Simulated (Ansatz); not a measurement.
# Phonon-limited transport in Ti$_{2}$AlN (P6_3/mmc)

Input:

```xyz
8
Lattice="2.9636 0.0000 0.0000 -1.4818 2.5666 0.0000 0.0000 0.0000 13.5351" Properties=species:S:1:pos:R:3 pbc="T T T"
Ti     0.0000     1.7110     1.1506
Ti     1.4818     0.8555    12.3845
Ti     1.4818     0.8555     7.9182
Ti     0.0000     1.7110     5.6169
Al     0.0000     1.7110    10.1513
Al     1.4818     0.8555     3.3838
N      0.0000     0.0000     0.0000
N      0.0000     0.0000     6.7676
```

Level of theory: PBEsol, DFPT electron-phonon coupling, linearised Boltzmann equation (plane waves, PAW, scalar-relativistic; Ansatz, a quantum-chemistry and plane-wave program). How the cell was made: relaxed with this functional, without spin-orbit coupling.

```json
{
 "resistivity at 300 K": "16.1 (x), 16.1 (y), 22 (z) μΩ·cm",
 "electron-phonon coupling λ": "0.27",
 "transport coupling λ_tr": "0.28",
 "logarithmic_mean_phonon_energy": "35 meV",
 "density of states at the Fermi level": "1.98 states/(eV·spin·cell)",
 "drude_plasma_energy": "4.0 (x), 4.0 (y), 3.4 (z) eV",
 "Tc for μ* = 0.10 (anisotropic Eliashberg)": "below 1 K",
 "Tc for μ* = 0.13 (anisotropic Eliashberg)": "below 1 K"
}
```

A metal at this level (no band gap). Only scattering by harmonic phonons is included (no impurities, grain boundaries, electron-electron scattering or thermal expansion). Spin-orbit coupling is left out. Halving the electron mesh (32x32x8) moves the resistivity by up to 4 % at 300 K, the coupling by up to 1 %. Smearing 0.20 eV; phonons on a 5x5x1 q mesh, which this run doesn't test and which matters most at low temperature. Tc comes from the anisotropic Migdal-Eliashberg equations with μ*, a chosen number, referred to 42 meV.

Computed structure with no diffraction record at hand here (it may be known, metastable or hypothetical): Ti2AlN (P6_3/mmc).
